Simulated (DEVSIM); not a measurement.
System: Ni/AlN/SiO2/p-Si capacitor, at 300 K.

| layer (left to right) | material | thickness (nm) | Na (cm⁻³) |
|---|---|---|---|
| 1 | AlN | 17.0 | - |
| 2 | SiO2 | 1.00 | - |
| 3 | Si | 470 | 1.5e18 |

Metal gate on the left, work function 5.1 eV. Fixed charge at the semiconductor interface 4.2e10 cm⁻² (in units of +e); no interface traps.

Constants are typed, rounded textbook-type inputs, not results; the design itself was drawn at random and stands for no fabricated device. Values at 300 K.

```csv
parameter,AlN,SiO2,Si
gap (eV),6.1,9,1.124
affinity (eV),1.9,0.9,4.05
permittivity,8.5,3.9,11.7
Nc (cm⁻³),-,-,2.86e19
Nv (cm⁻³),-,-,3.1e19
```

Simulated with DEVSIM: 1D Poisson equation in equilibrium, Boltzmann statistics, complete ionisation; no quantum confinement or tunnelling. Metal contacts follow the ideal Schottky-Mott rule: no Fermi-level pinning, no interface dipoles.

Problem. Tabulate band edges, carrier densities and field at 1.4 V on the gate.

Solution. Energies count from the Fermi level of the right contact; mesh points crowd at the junctions.

```json
[
 {"x (μm)": "0.000", "Ec (eV)": "1.800", "Ev (eV)": "-4.300", "n (cm⁻³)": "< 1e2", "p (cm⁻³)": "< 1e2", "field (V/cm)": "540000"},
 {"x (μm)": "0.001142", "Ec (eV)": "1.861", "Ev (eV)": "-4.239", "n (cm⁻³)": "< 1e2", "p (cm⁻³)": "< 1e2", "field (V/cm)": "540000"},
 {"x (μm)": "0.003387", "Ec (eV)": "1.982", "Ev (eV)": "-4.118", "n (cm⁻³)": "< 1e2", "p (cm⁻³)": "< 1e2", "field (V/cm)": "540000"},
 {"x (μm)": "0.007394", "Ec (eV)": "2.198", "Ev (eV)": "-3.902", "n (cm⁻³)": "< 1e2", "p (cm⁻³)": "< 1e2", "field (V/cm)": "540000"},
 {"x (μm)": "0.01346", "Ec (eV)": "2.524", "Ev (eV)": "-3.576", "n (cm⁻³)": "< 1e2", "p (cm⁻³)": "< 1e2", "field (V/cm)": "540000"},
 {"x (μm)": "0.01570", "Ec (eV)": "2.644", "Ev (eV)": "-3.456", "n (cm⁻³)": "< 1e2", "p (cm⁻³)": "< 1e2", "field (V/cm)": "540000"},
 {"x (μm)": "0.01691", "Ec (eV)": "2.710", "Ev (eV)": "-3.390", "n (cm⁻³)": "< 1e2", "p (cm⁻³)": "< 1e2", "field (V/cm)": "540000"},
 {"x (μm)": "0.01764", "Ec (eV)": "3.789", "Ev (eV)": "-5.211", "n (cm⁻³)": "< 1e2", "p (cm⁻³)": "< 1e2", "field (V/cm)": "1200000"},
 {"x (μm)": "0.01841", "Ec (eV)": "0.697", "Ev (eV)": "-0.427", "n (cm⁻³)": "5.7e7", "p (cm⁻³)": "2.1e12", "field (V/cm)": "390000"},
 {"x (μm)": "0.02015", "Ec (eV)": "0.760", "Ev (eV)": "-0.364", "n (cm⁻³)": "4800000", "p (cm⁻³)": "2.4e13", "field (V/cm)": "350000"},
 {"x (μm)": "0.02357", "Ec (eV)": "0.866", "Ev (eV)": "-0.258", "n (cm⁻³)": "82000", "p (cm⁻³)": "1.4e15", "field (V/cm)": "270000"},
 {"x (μm)": "0.03475", "Ec (eV)": "1.029", "Ev (eV)": "-0.095", "n (cm⁻³)": "150", "p (cm⁻³)": "7.8e17", "field (V/cm)": "46000"},
 {"x (μm)": "0.05322", "Ec (eV)": "1.046", "Ev (eV)": "-0.078", "n (cm⁻³)": "< 1e2", "p (cm⁻³)": "1.5e18", "field (V/cm)": "230"},
 {"x (μm)": "0.09072", "Ec (eV)": "1.046", "Ev (eV)": "-0.078", "n (cm⁻³)": "< 1e2", "p (cm⁻³)": "1.5e18", "field (V/cm)": "≈ 0"},
 {"x (μm)": "0.2133", "Ec (eV)": "1.046", "Ev (eV)": "-0.078", "n (cm⁻³)": "< 1e2", "p (cm⁻³)": "1.5e18", "field (V/cm)": "≈ 0"},
 {"x (μm)": "0.3468", "Ec (eV)": "1.046", "Ev (eV)": "-0.078", "n (cm⁻³)": "< 1e2", "p (cm⁻³)": "1.5e18", "field (V/cm)": "≈ 0"},
 {"x (μm)": "0.4214", "Ec (eV)": "1.046", "Ev (eV)": "-0.078", "n (cm⁻³)": "< 1e2", "p (cm⁻³)": "1.5e18", "field (V/cm)": "≈ 0"},
 {"x (μm)": "0.4558", "Ec (eV)": "1.046", "Ev (eV)": "-0.078", "n (cm⁻³)": "< 1e2", "p (cm⁻³)": "1.5e18", "field (V/cm)": "≈ 0"},
 {"x (μm)": "0.4766", "Ec (eV)": "1.046", "Ev (eV)": "-0.078", "n (cm⁻³)": "< 1e2", "p (cm⁻³)": "1.5e18", "field (V/cm)": "≈ 0"},
 {"x (μm)": "0.4830", "Ec (eV)": "1.046", "Ev (eV)": "-0.078", "n (cm⁻³)": "< 1e2", "p (cm⁻³)": "1.5e18", "field (V/cm)": "≈ 0"},
 {"x (μm)": "0.4861", "Ec (eV)": "1.046", "Ev (eV)": "-0.078", "n (cm⁻³)": "< 1e2", "p (cm⁻³)": "1.5e18", "field (V/cm)": "≈ 0"},
 {"x (μm)": "0.4880", "Ec (eV)": "1.046", "Ev (eV)": "-0.078", "n (cm⁻³)": "< 1e2", "p (cm⁻³)": "1.5e18", "field (V/cm)": "≈ 0"}
]
```
